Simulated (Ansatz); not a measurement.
Results of PBE0 (PAW; Ansatz, a program for electronic structure) for antifluorite K2Se.

Settings: plane-wave cutoff 460 eV, 6×6×6 k mesh, Fermi–Dirac smearing 0.01 eV, scalar-relativistic PAW data made under PBE.

Cell (relaxed with PBEsol):

```
K2Se
1.0
    0.00000     3.80499     3.80499
    3.80499     0.00000     3.80499
    3.80499     3.80499     0.00000
K Se
2 1
Direct
  0.25000   0.25000   0.25000
  0.75000   0.75000   0.75000
  0.00000   0.00000   0.00000
```

Question: What does this level give for the band gap and smallest direct gap on the k points sampled?

Answer: 
- band gap: 3.75 eV (on the SCF k mesh) (indirect)
- smallest direct gap on the k points sampled: 3.89 eV

Note: cell and atoms aren't relaxed at this level (pressure 0.7 GPa).

Spin–orbit coupling is not included.

Static lattice: no zero-point or thermal effects.
